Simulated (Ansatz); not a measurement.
Consider CdSe in the wurtzite structure (space group P6_3mc, No. 186; a = 4.2475 Å, c = 6.9410 Å). Axes: x lies along a and z along c of the hexagonal cell.

Level of theory: LDA, PAW, 420 eV (Ansatz, a program for electronic structure; spin-orbit coupling left out).

One thing is altered: an isotropic linear strain of +1.20 %; the atoms relax in the strained cell.

Problem. Predict the stress tensor and what it implies for the stiffness.

Solution. Stress of the strained cell less that of the base (GPa, compression positive):
```
  -1.90    0.00    0.00
   0.00   -1.90    0.00
   0.00    0.00   -1.90
```

Then B = −ΔP/(ΔV/V₀) with ΔV/V₀ = 0.0364 gives secant stiffness values (nonlinear terms included at this strain): B (at held cell shape, above the free-shape value) ≈ 52 GPa.

As a check, the harmonic strain energy −½ V₀ Δσ:ε is 5.8 meV/atom; the computed energy rise is 6.0 meV/atom.

Whether these cells are dynamically stable was not tested.
